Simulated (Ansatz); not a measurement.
The reference is SiSe₂ (space group Ibam, No. 72; a = 6.2991 Å, b = 9.3068 Å, c = 5.8559 Å; made of chains).

Levels (all Ansatz, a quantum-chemistry and plane-wave program, PAW, earlier PAW set): PBEsol (420 eV, without spin-orbit coupling); HSE06 (420 eV, without spin-orbit coupling).

Its gap is 1.66 eV with PBEsol and 2.65 eV with HSE06.

Now apply this change: S takes the place of Se on all its sites, then cell and atoms are relaxed.

With PBEsol the gap becomes 2.82 eV.

Task: If the HSE06 correction stayed the same, what would the HSE06 gap be, and what does the HSE06 run give?

Result: A rigid correction of +0.99 eV gives 3.81 eV. The HSE06 run gives 4.02 eV, so the correction itself changes by +0.21 eV.

Single points use the geometry relaxed with PBEsol. The hybrid gap comes from the SCF mesh plus the semilocal run's edge points and a few special points and is an upper bound. Whether these cells are dynamically stable was not tested. No dispersion term is included in the PBEsol runs.
